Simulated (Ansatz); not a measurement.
WC: response to strain

The parent structure is WC (space group P-6m2, No. 187).

```yaml
crystal:
  lattice:
    - [2.89847, 0.00000, 0.00000]
    - [-1.44923, 2.51015, 0.00000]
    - [0.00000, 0.00000, 2.82773]
  atoms:
    - { symbol: W, position: [0.00000, 0.00000, 0.00000] }
    - { symbol: C, position: [0.66667, 0.33333, 0.50000] }
```

Cartesian axes are those of the cell as printed.

Strains are applied to the cell and any free atomic positions relax.

Levels (all Ansatz, a program for electronic structure, PAW): PBEsol (420 eV, no spin-orbit coupling); r2SCAN (500 eV, without spin-orbit coupling).

Pressures by level, all at the geometries relaxed with PBEsol:

```json
[
 {"case": "base", "PBEsol": "0.0 GPa", "r2SCAN": "5.1 GPa"},
 {"case": "isotropic strain −5.57 %", "PBEsol": "100.7 GPa", "r2SCAN": "109.0 GPa"},
 {"case": "isotropic strain −2.92 %", "PBEsol": "43.9 GPa", "r2SCAN": "50.5 GPa"},
 {"case": "uniaxial strain ε_xx = −2.22 %", "PBEsol": "9.2 GPa", "r2SCAN": "14.6 GPa"},
 {"case": "strain tensor (xx, yy, zz, yz, xz, xy) = (+1.00, −2.23, −0.12, −0.15, −0.63, +0.37) %", "PBEsol": "5.8 GPa", "r2SCAN": "11.1 GPa"},
 {"case": "strain tensor (xx, yy, zz, yz, xz, xy) = (+0.40, +1.19, −1.42, +1.51, −0.97, +0.84) %", "PBEsol": "1.1 GPa", "r2SCAN": "6.2 GPa"}
]
```

Single points use the geometry relaxed with PBEsol. Their cutoffs differ, which shifts pressures a little. Whether these cells are dynamically stable was not tested. The final runs are not spin-polarised.
